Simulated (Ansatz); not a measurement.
**A constructed model of the (111) surface of fcc Rh, p(2x2) surface alloy, Pd on one Rh site of the top plane (bottom of the slab: a bare face, its two planes held)**

Computed with PBE (plane waves to 420 eV, PAW; Ansatz, a quantum-chemistry and plane-wave program).

Slab: 24 atoms, 11.1 Å thick at the start; k 8x8x1, smearing 0.1 eV, dipole-corrected; 8 atoms held, the rest relaxed; start symmetry kept, larger cells not searched; no spin, no spin-orbit, no U. It is one candidate, not shown to be the stable structure of the face.

| Property | Value |
|---|---|
| work function of the top face | 5.12 eV |
| energy released by relaxation | 0.064 eV |
| cost | about 10 core-minutes (a rough figure) |
